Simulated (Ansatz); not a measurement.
Be with two functionals

Take Be in the hcp (Mg type) structure (space group P6_3/mmc, No. 194; a = 2.2647 Å, c = 3.5612 Å) as the base.

(Cell as relaxed with PBE.)

Levels (all Ansatz, a program for electronic structure, PAW): PBE (420 eV, no spin-orbit coupling); r2SCAN (500 eV, no spin-orbit coupling).

Each level relaxes its own structure.

| quantity | PBE | r2SCAN |
|---|---|---|
| volume per atom | 7.91 Å³ | [?] |
| lattice parameter a | 4.280 bohr | [?] |
| lattice parameter c | 6.730 bohr | [?] |
| band gap | zero | [?] |

Question: What does r2SCAN give?

Answer: 
- volume per atom, r2SCAN: 7.91 Å³
- lattice parameter a, r2SCAN: 4.278 bohr
- lattice parameter c, r2SCAN: 6.735 bohr
- band gap, r2SCAN: zero

PBE's lattice parameter c lies 0.005 bohr below r2SCAN's (0.1 %); the two agree on the volume per atom and band gap. Neither level is exact; r2SCAN is the comparison here, not a measurement.

No phonon test of stability was made.
